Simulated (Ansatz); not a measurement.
System: Pt (P6₃/mmc, No. 194, 2 atoms in the cell; start mp-2647022; another form than the element's usual one). Method: r²SCAN (PAW; Ansatz, a first-principles code).

Settings: plane-wave cutoff 560 eV, 24×24×12 k mesh (along the axes of the cell as run), Fermi–Dirac smearing 0.05 eV, scalar-relativistic PAW data made under PBE.

Cell (relaxed at this level):

Space group P6₃/mmc (No. 194); a = 2.7351 Å, b = 2.7351 Å, c = 4.7579 Å, α = 90.00°, β = 90.00°, γ = 120.00°

| atom | site | symmetry | x | y | z |
|---|---|---|---|---|---|
| Pt | 2c | -6m2 | 0.3333 | 0.6667 | 0.2500 |

Estimate the bulk modulus that the calculation returns.


* **bulk modulus**: 262 GPa

The run finds no gap.

Note: the bulk modulus is −V dP/dV from two relaxed cells at ±2 % in volume; the relaxation could not lower the start's symmetry, so the cell can be a saddle point above a distorted one.

Spin–orbit coupling is not included.

Computed values are for the static lattice.

A start named mp-… is a Materials Project structure, which need not be a measured phase.
